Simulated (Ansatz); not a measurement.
Structures of equal composition on the (100) surface of rock-salt TiN: a layer of Cu, one atom over each N; a layer of Cu, one atom over each Ti. The slabs share one bottom face, and each structure is named by its start. These are constructed structures in small cells; real faces may alloy, dewet or reconstruct in larger ones, and not all known structures of the face are among them. Slabs of about 13 Å, Fermi-Dirac smearing of 0.1 eV. Bottom of the slabs: a bare face, its two planes held. Relaxed from the named starts with such symmetry as they have, on meshes of like density; energies extrapolated to zero smearing; spin only where a row says so; no spin-orbit coupling, no U. Brackets mark spin-polarised runs, whose order is one that fits the cell.

All values below come from PBE (plane waves to 420 eV, PAW; Ansatz, an electronic-structure program).

### Question
Rank these by energy per 1x1 cell (lowest first), as PBE gives it.

### Answer
a layer of Cu, one atom over each N (0.000 eV), a layer of Cu, one atom over each Ti (0.461 eV)
